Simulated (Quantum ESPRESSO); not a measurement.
Input and output of a self-consistent single point for CsCaH3 (P4mm, 5 atoms in the cell) (Quantum ESPRESSO).

Computed with LDA (PZ), PSlibrary PAW (LDA, semicore) pseudopotentials (plane waves; Quantum ESPRESSO).

```xyz
5
Lattice="4.5981 0.0000 0.0000 0.0000 4.5981 0.0000 0.0000 0.0000 4.5981" Properties=species:S:1:pos:R:3 pbc="T T T"
Cs     0.0000     0.0000     0.0500
Ca     2.2990     2.2990     2.2990
H      2.2990     0.0000     2.2990
H      0.0000     2.2990     2.2990
H      2.2990     2.2990     0.0000
```

Reference input (self-consistent single point, DFT, LDA (PW92), plane waves, PseudoDojo standard norm-conserving (LDA) pseudopotentials): ecutwfc = 75 Ry; occupations = fixed; potentials = {Cs: Cs.upf, Ca: Ca.upf, H: H.upf}; K_POINTS = automatic 2 2 2 0 0 0; nbnd = 15; conv_thr = 1e-08 Ry. This run's input differs from it in these lines:

```diff
@@ -14,3 +14,4 @@
     ntyp = 3,
-    ecutwfc = 75,
+    ecutwfc = 25,
+    ecutrho = 175,
     occupations = 'fixed',
@@ -22,5 +23,5 @@
 ATOMIC_SPECIES
-Cs   132.9055  Cs.upf
-Ca    40.0780  Ca.upf
-H      1.0080  H.upf
+Cs   132.9055  Cs.pz-spn-kjpaw_psl.1.0.0.UPF
+Ca    40.0780  Ca.pz-spn-kjpaw_psl.1.0.0.UPF
+H      1.0080  H.pz-kjpaw_psl.1.0.0.UPF
 ATOMIC_POSITIONS {alat}
```

Output, abridged:

```
     Self-consistent Calculation

     iteration #  1     ecut=    25.00 Ry     beta= 0.70

     negative rho (up, down):  4.838E+02 0.000E+00

     total energy              =     -22.82021347 Ry
     estimated scf accuracy    <  396134.63322515 Ry

     iteration #  2     ecut=    25.00 Ry     beta= 0.70
     c_bands:  1 eigenvalues not converged
     c_bands:  3 eigenvalues not converged
     c_bands:  2 eigenvalues not converged

     negative rho (up, down):  2.198E+02 0.000E+00

     total energy              =   -1029.52575993 Ry
     estimated scf accuracy    <  866303.89709149 Ry

     iteration #  3     ecut=    25.00 Ry     beta= 0.70

     negative rho (up, down):  3.285E+02 0.000E+00

     total energy              =   14451.98322204 Ry
     estimated scf accuracy    <    6369.74030093 Ry

   [... 95 blocks of this kind left out ...]

     iteration # 99     ecut=    25.00 Ry     beta= 0.70

     negative rho (up, down):  4.433E+02 0.000E+00

     total energy              =   -2218.85356957 Ry
     estimated scf accuracy    <       0.00182836 Ry

     iteration #100     ecut=    25.00 Ry     beta= 0.70

     negative rho (up, down):  4.433E+02 0.000E+00

     total energy              =   -2218.85347216 Ry
     estimated scf accuracy    <       0.00185520 Ry
     End of self-consistent calculation

     convergence NOT achieved after 100 iterations: stopping

   JOB DONE.
```

The run ended unconverged after 100 iterations.  The full log also holds: “c_bands:  3 eigenvalues not converged”. The full log also holds: “c_bands:  5 eigenvalues not converged”.

The starting cell comes from a database of computed structures (which also holds hypothetical and non-ambient phases and stackings), without a prior relaxation at this level. Its lattice was rescaled by up to half a per cent. One atom was moved a little off its site on purpose.

Cost on one core of a shared machine: roughly 2 min.
